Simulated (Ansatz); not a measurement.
Data:

```yaml
crystal:
  lattice:
    - [0.00000, 2.29844, 2.29844]
    - [2.29844, 0.00000, 2.29844]
    - [2.29844, 2.29844, 0.00000]
  atoms:
    - { symbol: B, position: [0.00000, 0.00000, 0.00000] }
    - { symbol: As, position: [0.25000, 0.25000, 0.25000] }
```

The numbers are results of PBE with spin-orbit coupling, rigid bands (plane waves, PAW; Ansatz, a program for electronic structure), not measurements. Condition of this run: hydrostatic pressure of 19.2 GPa (compression positive) (the target of the relaxation). Cell: cell and atoms relaxed with PBEsol, then loaded as said.

### Question
Predict the electron conductivity mass (n e² τ/σ) at 300 K, by direction if it differs.

### Answer
0.30 mₑ.

### Question
What conductivity effective mass do dilute holes have at 300 K?

### Answer
0.35 mₑ.

### Question
And the band gap?

### Answer
1.00 eV at this level; semilocal functionals usually fall short of the measured gap.

Rigid bands, one relaxation time for all states, no polarons. Geometry: cell and atoms relaxed with PBEsol.
